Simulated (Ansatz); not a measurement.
LaCu$_{2}$ (P6/mmm), PBEsol, DFPT electron-phonon coupling, linearised Boltzmann equation run with Ansatz (a first-principles code): phonon-limited resistivity 15.9 μΩ·cm at 300 K along y (a = (4.27, 0.00, 0.00) Å; b = (-2.13, 3.70, 0.00) Å; c = (0.00, 0.00, 3.77) Å), 21.5 μΩ·cm at 400 K, current-weighted mean free path 6.6 nm, Drude plasma energy 5.52 eV.

Problem. What is the classical skin depth at 1 GHz (nonmagnetic, μ₀ = 1.257×10⁻⁶ H/m)?

Solution. δ = √(ρ/(π f μ₀)) = 6350 nm.

Problem. Estimate the resistivity of a 20 nm square wire with diffuse walls from ρ ≈ ρ₀(1 + 3ℓ/4d).

Solution. 1 + 0.75 × 6.6/20 = 1.25, so ρ ≈ 19.8 μΩ·cm and a line 1 μm long has 496 Ω. The formula is the free-electron limit for d well above ℓ; grain boundaries add to it.

Problem. What Drude relaxation time do resistivity and plasma energy imply?

Solution. ω_p = 8.39e15 s⁻¹, so τ = 1/(ε₀ ω_p² ρ) = 10.1 fs, a damping ħ/τ of 65.2 meV.

A metal at this level (no band gap). Only scattering by harmonic phonons is included (no impurities, grain boundaries, electron-electron scattering or thermal expansion). Spin-orbit coupling is left out. Halving the electron mesh (24x24x24) moves the resistivity by up to 6 % at 300 K, the mean free path by up to 2 %. Smearing 0.20 eV; phonons on a 4x4x4 q mesh, which this run doesn't test.

Formula and space group known from diffraction (Crystallography Open Database), not checked to be the room-temperature form: LaCu2 (P6/mmm).
